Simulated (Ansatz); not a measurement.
Start from InPd in the CsCl type structure (space group Pm-3m, No. 221; relaxed with 0.1 eV smearing).

```
CELL_PARAMETERS angstrom
      3.24799     0.00000     0.00000
      0.00000     3.24799     0.00000
      0.00000     0.00000     3.24799
ATOMIC_POSITIONS crystal
  In 0.50000 0.50000 0.50000
  Pd 0.00000 0.00000 0.00000
```

Cartesian axes are those of the cell as printed.

Calculations: PBEsol, PAW, 420 eV (Ansatz, a program for electronic structure; spin-orbit coupling left out).

Now apply this change: biaxial strain +2.00 %, plane normal [001], relaxed out of plane (Cartesian); in-plane vectors clamped, the third vector and the atoms free.

Estimate the effect on the energy relative to the base and out-of-plane strain.

The energy goes up by 3.6 meV/atom; the out-of-plane strain amounts to -3.01 %.

Stability against distortions was not tested. The final runs are not spin-polarised.
